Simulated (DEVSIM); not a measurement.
Structure: illuminated CdTe p-on-n cell, one wavelength, at 400 K.

| layer (left to right) | material | thickness (μm) | Nd (cm⁻³) | Na (cm⁻³) | τn (s) | τp (s) | absorption coefficient (cm⁻¹) |
|---|---|---|---|---|---|---|---|
| 1 | CdTe | 0.0780 | - | 8.3e17 | 1.2e-9 | 2.6e-9 | 86000 |
| 2 | CdTe | 3.60 | 2.1e15 | - | 2.9e-8 | 2.9e-8 | 86000 |

Left contact: ohmic, minority electron recombination velocity 1e5 cm/s. Right contact: ohmic, minority hole recombination velocity 50000 cm/s. Voltage is applied to the left contact. Recombination: SRH at mid-gap, radiative, Auger. Light enters at the left, 1.1e18 photons cm⁻² s⁻¹, one pass, no reflection. Mobility is μmin + (μ − μmin)/(1 + (N/Nref)^α).

This is a model device: material constants are rounded textbook-type values typed into the input, and sizes, dopings and lifetimes were drawn at random. Values at 300 K; Nc and Nv go as T^1.5, mobilities as T to minus their exponent, the gap by Varshni's rule with the affinity fixed.

```
parameter            CdTe
----------------  -------
gap (eV)              1.5
affinity (eV)        4.28
permittivity         10.2
Nc (cm⁻³)            8e17
Nv (cm⁻³)          1.8e19
μn (cm²/Vs)          1000
μp (cm²/Vs)            80
μn,min                100
μp,min                 10
Nref,n               1e17
Nref,p               1e17
αn                    0.6
αp                    0.6
T exponent of μn      1.7
T exponent of μp      1.5
B (cm³/s)           1e-10
Cn (cm⁶/s)          1e-30
Cp (cm⁶/s)          1e-30
Varshni α (eV/K)  0.00031
Varshni β (K)         108
```

Simulated with DEVSIM: 1D drift-diffusion, Boltzmann statistics, complete ionisation; no tunnelling, impact ionisation, image-force lowering or self-heating.

Base results: potential step across the device at zero bias (V) 1.130; largest field in the device at zero bias (V/cm) 65000; short-circuit current (mA/cm²) 171; largest power (mW/cm²) 114.

Problem. What follows from this one change: minority lifetime in layer 2 2.9e-08 → 8.7e-07 s?

Solution. potential step across the device at zero bias little changed (1.130 V); largest field in the device at zero bias little changed (65000 V/cm); short-circuit current little changed (171 mA/cm²); largest power 114 → 120 mW/cm².

Problem. What follows from this one change: doping Nd of layer 2 2.1e+15 → 6.3e+14 cm^-3?

Solution. potential step across the device at zero bias 1.130 → 1.089 V; largest field in the device at zero bias little changed (62000 V/cm); short-circuit current little changed (171 mA/cm²); largest power 114 → 107 mW/cm².

Problem. What follows from this one change: minority lifetime in layer 1 1.2e-09 → 1.2e-10 s?

Solution. potential step across the device at zero bias little changed (1.130 V); largest field in the device at zero bias little changed (65000 V/cm); short-circuit current 171 → 170 mA/cm²; largest power little changed (113 mW/cm²).

Problem. What follows from this one change: thickness of layer 1 0.078 → 0.23 μm?

Solution. potential step across the device at zero bias little changed (1.130 V); largest field in the device at zero bias little changed (65000 V/cm); short-circuit current 171 → 150 mA/cm²; largest power 114 → 99.3 mW/cm².

Problem. What follows from this one change: constant mobility in place of the doping-dependent one?

Solution. potential step across the device at zero bias little changed (1.130 V); largest field in the device at zero bias little changed (65000 V/cm); short-circuit current 171 → 174 mA/cm²; largest power 114 → 116 mW/cm².
